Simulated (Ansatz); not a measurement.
The starting structures come from a database of crystals and need not be the phases stable at ambient conditions.

## Evanescent states of TlInTe2 (I4/mcm, 8 atoms a cell, 34.6 Å³ an atom) along the normal of (101)

Computed with r2SCAN (plane waves, PAW; Ansatz, a first-principles code).

The gap is the functional's own, uncorrected, and κ follows it; spin-orbit coupling is left out. Mid-gap means the computed energy nearest the middle.

Energies count from the valence-band top; κ is the least over a 6×6 mesh across the current.

| E (eV) | κ (1/Å) | where |
|---|---|---|
| 0.04 | 0.074 | off Γ |
| 0.10 | 0.125 | off Γ |
| 0.17 | 0.139 | off Γ |
| 0.24 | 0.137 | off Γ |
| 0.32 | 0.133 | off Γ |
| 0.39 | 0.128 | off Γ |
| 0.46 | 0.122 | off Γ |
| 0.53 | 0.115 | off Γ |
| 0.59 | 0.107 | off Γ |
| 0.67 | 0.096 | off Γ |
| 0.73 | 0.082 | off Γ |
| 0.81 | 0.063 | off Γ |
| 0.88 | 0.030 | off Γ |

Task: How thick must the barrier be to attenuate the transmission by 10^6 when the electrodes' Fermi level lies at 0.24 eV, and what attenuation does that film give at 0.81 eV?

Result: d = 6 ln 10 / (2 × 0.137) = 50.4 Å. At 0.81 eV it gives 6 × 0.063/0.137 = 2.8 decades.
